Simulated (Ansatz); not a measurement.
The parent structure is Cs₂AgBiBr₆ (space group Fm-3m, No. 225; a = 11.343 Å). Axes: x, y, z lie along the cube axes.

It is then changed as follows: biaxial strain −0.96 %, plane normal [110], relaxed out of plane (Cartesian); in-plane vectors clamped, the third vector and the atoms free.

Calculations: Ansatz (an electronic-structure program), r2SCAN, PAW, cutoff 500 eV, no spin-orbit coupling.

Problem. Give the band edges at the high-symmetry points of the new zone, measured from its valence-band maximum.

Solution. 
| point | valence edge (eV) | conduction edge (eV) |
|---|---|---|
| Γ | -0.68 | 2.54 |
| X | 0.00 | 3.02 |
| F₂ | -0.21 | 2.61 |
| Σ₀ | -0.21 | 2.61 |
| Y₀ | -0.20 | 2.67 |
| U₀ | -0.20 | 2.67 |
| R | -1.30 | 1.59 |
| W | -0.19 | 2.89 |
| S | -1.30 | 1.62 |
| T | -0.07 | 3.01 |

The gap is 1.59 eV, indirect, X → R.

With Bi present, leaving out spin-orbit coupling can change the band edges. No phonon test of stability was made. Labels are those of the standard path for the cell's own space group.
